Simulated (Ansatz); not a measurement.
Computed paths: Cu-vacancy pair in fcc Al, neutral cell

Defect migration in fcc Al: Cu-vacancy pair (Cu on one host Al site, one Al site vacant), neutral cell. Calculation: PBE, PAW (plane waves to 420 eV; Ansatz, a quantum-chemistry and plane-wave program).

Cell of 32 host sites held at the relaxed PBE lattice; a 4×4×4 k-point mesh shifted by half a step; Fermi-Dirac width 0.10 eV, spin-restricted; finite-size errors left in. Static, classical nuclei. Forms of the defect that were not tried may lie lower.

Barriers: single points on a 6×6×6 k-point mesh shifted by half a step at the bands' geometries.

| Route | Start site over the lowest site run (eV) | Hop (Å) | Forward barrier (eV) | Backward barrier (eV) | Neighbours at the start | Neighbours at the saddle | Saddle order | Forward, on the band's own sampling (eV) |
|---|---|---|---|---|---|---|---|---|
| one Al atom jumps into the vacancy from a nearby Al site (Cu-vacancy distance between ideal sites 2.86 Å throughout) | 0.00 | 2.66 | 0.41 | 0.41 | Al at 2.75, 2 Al at 2.80, Al at 2.83, Al at 2.85, Al at 2.89, 2 Al at 2.91, 2 Al at 2.95; Cu at 2.80 Å | 2 Al at 2.63, Al at 2.73, 2 Al at 2.99; Cu at 2.51 Å | not checked, on a symmetry element | 0.40 |
| the Cu atom itself jumps into the vacancy (Cu-vacancy distance between ideal sites 2.86 Å throughout) | 0.00 | 2.97 | 0.50 | 0.50 | 2 Al at 2.79, 7 Al at 2.80, 2 Al at 2.82 Å | 2 Al at 2.48, 2 Al at 2.54, 2 Al at 2.93 Å | not checked, on a symmetry element | 0.48 |
| one Al atom jumps into the vacancy from a nearby Al site (Cu-vacancy distance between ideal sites 2.86 → 5.72 Å) | 0.00 | 2.83 | 0.58 | 0.56 | 4 Al at 2.83, 4 Al at 2.88, 2 Al at 2.89, Al at 2.90 Å | 4 Al at 2.63, 2 Al at 3.12, 2 Al at 3.16 Å | not checked, on a symmetry element | 0.59 |
| one Al atom jumps into the vacancy from a nearby Al site (Cu-vacancy distance between ideal sites 2.86 → 4.95 Å) | 0.00 | 2.80 | 0.60 | 0.60 | 3 Al at 2.83, Al at 2.83, Al at 2.86, 2 Al at 2.87, 2 Al at 2.88, 2 Al at 2.90 Å | Al at 2.62, 3 Al at 2.63, Al at 3.07, Al at 3.09, Al at 3.13, Al at 3.17 Å | not checked | 0.61 |

Paths come from nudged elastic bands with a climbing image. Of the routes that converged and passed our checks, the lowest saddle point lies 0.41 eV above the lowest of the sites run (one Al atom jumps into the vacancy from a nearby Al site (Cu-vacancy distance between ideal sites 2.86 Å throughout)); other sites, such as split forms, and other routes may lie lower. A band can be held on a symmetry element, so unchecked saddle points there may be too high.

The whole set of runs took about 2.7 core-hours (a rough figure).
